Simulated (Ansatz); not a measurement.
The reference is BN (space group P6_3/mmc, No. 194; a = 2.501 Å, c = 6.526 Å; layered, stacked along the Cartesian z axis).

All numbers come from r2SCAN+rVV10 (Ansatz, a quantum-chemistry and plane-wave program; PAW; 500 eV plane waves; scalar-relativistic without spin-orbit coupling).

Carriers are added at fixed cell with a uniform background; the Fermi–Dirac width is that of 300 K.

One change was made to it. Results:

```json
[
 {"quantity": "Fermi level relative to the doped band's edge (positive inside the band; to 0.05 eV)", "base": "–", "after": "+0.05 eV"},
 {"quantity": "gap between the host's bands", "base": "4.73 eV", "after": "4.76 eV"},
 {"quantity": "gap character", "base": "indirect, k = (0.296, 0.296, 0) in the run's primitive reciprocal basis → M", "after": "indirect, k = (0.296, 0.296, 0) in the run's primitive reciprocal basis → M"}
]
```

Task: Name the change that was made.
A. holes 1.0×10^21 cm⁻³
B. holes 5.0×10^21 cm⁻³
C. holes 2.0×10^22 cm⁻³
D. electrons 5.0×10^21 cm⁻³

Result: A, holes 1.0×10^21 cm⁻³. For comparison, the gap between the host's bands in the other runs: electrons 5.0×10^21 cm⁻³ gives 4.68 eV; holes 5.0×10^21 cm⁻³ gives 4.89 eV; holes 2.0×10^22 cm⁻³ gives 5.37 eV.

Charged cell with a jellium background: band edges are those of the host's band count, energies are not comparable with the neutral cell, and many-body gap narrowing is missing. Stability against distortions was not tested.
